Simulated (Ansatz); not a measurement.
A zone-centre phonon calculation of TiB₂Mo (Amm2, 4 atoms in the cell) with Ansatz (a program for electronic structure).

Computed with LDA (PW92), default PAW files made with PBE (plane waves; Ansatz).

```yaml
crystal:
  lattice:
    - [3.06714, 0.00000, 0.00000]
    - [0.00000, 1.58076, 4.20052]
    - [0.00000, -1.58076, 4.20052]
  atoms:
    - { symbol: Ti, position: [0.00000, 0.14730, 0.14730] }
    - { symbol: B, position: [0.50000, 0.55875, 0.55875] }
    - { symbol: B, position: [0.00000, 0.43994, 0.43994] }
    - { symbol: Mo, position: [0.50000, 0.85402, 0.85402] }
```

Reference input (self-consistent single point, DFT, LDA (PW92), plane waves, default PAW files made with PBE): basis.ecutwfc = 420 eV; kpoints.mp_grid.grid = 11 11 11; hamiltonian.xc = lda; hamiltonian.pseudopotentials = {kind: paw} (the program's default PAW files); scf.occupations.method = gaussian; scf.occupations.width = 0.1 eV. This run's input differs from it in these lines:

Ansatz 0.2 input:
```diff
@@ -11,3 +11,3 @@
 basis:
-  ecutwfc: 420.0 eV
+  ecutwfc: 250.0 eV
 kpoints:
@@ -23,6 +23,4 @@
     width: 0.1 eV
-output:
-  forces: true
-  eigenvalues: true
-  stress: true
+phonons:
+  method: dfpt
```

Output (repeated stretches shortened):

```
SCF iter   1: F=—  HF=-7594.207964 eV  |F-HF|=—  |Δ(HF+E_count)|=         —  Δρ=2.12e-2  dr2=7.98e-2  ethr=1.77e-3  ⟨swp⟩=4.2  Hψ=16821  notcnv=0
all-band conjugate gradients solve this SCF's bands
preconditioner: auto → Kerker (q_TF=auto, 2.621 Å⁻¹)
SCF iter   2: F=—  HF=-7594.152173 eV  |F-HF|=—  |Δ(HF+E_count)|=   5.58e-2  Δρ=9.60e-3  dr2=2.59e-2  ethr=2.49e-4  ⟨swp⟩=2.0  Hψ=10150  notcnv=0  defer=2
   [... lines left out ...]
SCF iter   8: F=—  HF=-7594.139701 eV  |F-HF|=—  |Δ(HF+E_count)|=   1.00e-9  Δρ=5.53e-7  dr2=1.22e-10  ethr=9.55e-12  ⟨swp⟩=2.2  Hψ=6150  notcnv=0  defer=2
SCF iter   9: F=-7594.139701 eV  HF=-7594.139701 eV  |F-HF|=2.73e-12  |Δ(HF+E_count)|=  4.00e-11  Δρ=1.31e-7  dr2=5.63e-12  ethr=1.00e-12  ⟨swp⟩=5.1  Hψ=17213  notcnv=0
the search or the solves at the SCF's close seem to have found levels that the self-consistency loop had missed (the run counts 1) …
SCF 1 converged in 9 iterations: F = -7594.139701 eV  dr2 = 5.63e-12
DFPT response loops at Γ: preconditioner auto → Kerker (q_TF=auto, 2.621 Å⁻¹) (partly filled bands, converged f_vac=0.000) …
Free energy (F): -7594.139701 eV
Internal energy: -7594.135246 eV  (E = F + TS)
E sigma→0 (E₀):  -7594.137473 eV
Entropy (-TS):   -0.004455 eV (-1.114 meV/atom)
Fermi energy:    17.230564 eV
--- Phonons (Γ-DFPT): 12 representative perturbations + reference, on 216 of 1331 k-points (Σ response iterations 36) ---
  k mesh reduced under 4 symmetry operations, with k and −k counted as one. Each operation leaves every solved displacement unchanged or reverses it
  ASR residual: 4.439e-5 → 0.000e0 eV/Å²; symmetrization residual: 2.249e-6 eV/Å²
  ASR residual per site (eV/Å²): 4.44e-5 3.43e-5 2.53e-5 1.38e-5
  Γ frequencies (cm⁻¹): 0.00 0.00 0.00 258.54 267.78 329.62 467.50 521.11 545.51 552.54 620.25 667.40
  non-analytic LO–TO correction: not included (Born effective charges unavailable; polar crystals: no LO–TO splitting at Γ)
```

The run converged in 9 iterations. 

Summary of the result:
Free energy E − TS (on the zero of these files): -7594.1397 eV
Fermi level (on the code's own zero): 17.23 eV
Zone-centre frequencies (cm⁻¹; negative means imaginary): 0, 0, 0, 259, 268, 330, 468, 521, 546, 553, 620, 667

The starting cell comes from a database of computed structures (which also holds hypothetical and non-ambient phases and stackings), without a prior relaxation at this level. Its lattice was rescaled by up to half a per cent. Spin polarisation is off. The cutoff lies below the one recommended for these files.

Cost on one core of a shared machine: roughly 90 s.
